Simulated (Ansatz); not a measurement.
Functionals compared on a constructed model of the (0001) surface of hcp Zr, a pseudomorphic layer of Mo in the host's stacking (bottom of the slab: a bare face, its two planes held), in Ansatz (plane waves, PAW). The structure was relaxed with PBE; the other rows are single points on it. Cutoff 420 eV (500 eV for r2SCAN).

Slab: 7 atoms, 15.8 Å thick at the start; k 13x13x1, smearing 0.1 eV, dipole-corrected; 2 atoms held, the rest relaxed; symmetry of the start imposed; no spin, no spin-orbit, no U. It is one candidate, not shown to be the stable structure of the face. These notes are the PBE run's.

```
functional  work function of the top face (eV)  rough cost of the single point
----------  ----------------------------------  ------------------------------
PBE                                       4.17                               –
RPBE                                      4.03    very roughly 18 core-seconds
r2SCAN                                    4.18  around 50 core-seconds (rough)
```

Ansatz is a quantum-chemistry and plane-wave program.
